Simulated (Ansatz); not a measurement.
Consider Ir in the fcc (Cu type) structure (space group Fm-3m, No. 225; relaxed with 0.1 eV smearing).

```
Ir
1.0
    0.00000     1.91555     1.91555
    1.91555     0.00000     1.91555
    1.91555     1.91555     0.00000
Ir
1
Direct
  0.00000   0.00000   0.00000
```

Level of theory: DFT with PBEsol, PAW potentials and a 420 eV plane-wave cutoff in Ansatz (an electronic-structure program), without spin-orbit coupling.

Base values:

| Quantity | Value |
|---|---|
| Pressure | 0.0 GPa |

Modification: every lattice vector is stretched by 2.50 %; the atoms relax in the strained cell.

Task: Predict the new energy relative to the base and pressure.

Result: The energy increases by 86 meV/atom; the pressure goes from zero to -23.6 GPa.

No phonon test of stability was made. All final runs are without spin polarisation.
